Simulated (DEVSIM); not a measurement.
Device: abrupt InP p-n junction, at 300 K.

Layer 1 from the left is InP, thickness (μm) 93.0, Na (cm⁻³) 4.9e15, τn (s) 4.6e-10, τp (s) 4.6e-10. Layer 2 from the left is InP, thickness (μm) 2.90, Nd (cm⁻³) 2.1e14, τn (s) 4.6e-10, τp (s) 4.6e-10.

Left contact: ohmic. Right contact: ohmic. Voltage is applied to the left contact. Recombination: SRH at mid-gap, radiative. Mobility is μmin + (μ − μmin)/(1 + (N/Nref)^α).

Constants are typed, rounded textbook-type inputs, not results; the design itself was drawn at random and stands for no fabricated device. Values at 300 K.

InP: gap (eV) 1.344, affinity (eV) 4.38, permittivity 12.5, Nc (cm⁻³) 5.7e17, Nv (cm⁻³) 1.1e19, μn (cm²/Vs) 5200, μp (cm²/Vs) 170, μn,min 400, μp,min 10, Nref,n 3e17, Nref,p 4.9e17, αn 0.47, αp 0.62, B (cm³/s) 1.2e-10.

DEVSIM, 1D drift-diffusion, Boltzmann statistics, complete ionisation; no tunnelling, impact ionisation, image-force lowering or self-heating.

**Question.** What does the simulation give for the dark forward voltage at 1 A/cm², the potential step across the device at zero bias?

**Answer.** dark forward voltage at 1 A/cm² 0.885 V; potential step across the device at zero bias 0.940 V.
